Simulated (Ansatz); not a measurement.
**Effect of biaxial strain +1.69 %, plane normal [001], relaxed out of plane on GeS**

Base system: GeS in the GeS type structure (space group Pnma, No. 62; a = 10.6609 Å, b = 3.6812 Å, c = 4.3557 Å; layered, stacked along the Cartesian x axis). Axes: x, y, z lie along a, b, c of the conventional cell.

The change: tensile biaxial strain of 1.69 % in the plane normal to [001], as in epitaxy on a mismatched substrate; the out-of-plane cell vector and the atoms relax.

Calculations: PBE-D3(BJ) in Ansatz (plane waves to 420 eV, PAW, without spin-orbit coupling). Settings: 9×3×8 k-points, 0.05 eV Fermi–Dirac smearing, for the changed cell.

| quantity | base | changed | shift |
|---|---|---|---|
| volume per atom | 21.37 Å³ | 21.58 Å³ | +0.21 Å³ |
| space group | Pnma (No. 62) | Pnma (No. 62) | – |
| shortest interatomic distance | 2.462 Å | 2.457 Å | -0.005 Å |
| band gap | 1.24 eV | 1.11 eV | -0.124 eV |
| gap character | indirect, Γ–Z (67 % along) → Γ | indirect, Γ–Z (67 % along) → Γ | – |
| out-of-plane strain | – | -2.33 % | – |
| ratio −ε⊥/ε∥ | – | 1.38 | – |
| mean in-plane stress (compression positive) | – | -1.1 GPa | – |

Final structure (turned so that z lies along the plane normal):

```xyz
8
Lattice="3.7434 0.0000 0.0000 0.0000 10.8411 0.0000 0.0000 0.0000 4.2543" Properties=species:S:1:pos:R:3 pbc="T T T"
Ge     2.8076     4.0443     2.6664
Ge     0.9359     1.3762     0.5392
Ge     0.9359     6.7968     1.5879
Ge     2.8076     9.4649     3.7151
S      2.8076     7.0641     4.2369
S      0.9359     9.1976     2.1097
S      0.9359     3.7770     0.0175
S      2.8076     1.6435     2.1447
```

Cost of the whole job for the changed cell (relaxation, final SCF and bands): very roughly 90 core-seconds.

Stability against distortions was not tested. The D3 term's C6 switches between coordination references near this geometry, which can add small steps to energies.

Ansatz is a program for electronic structure.
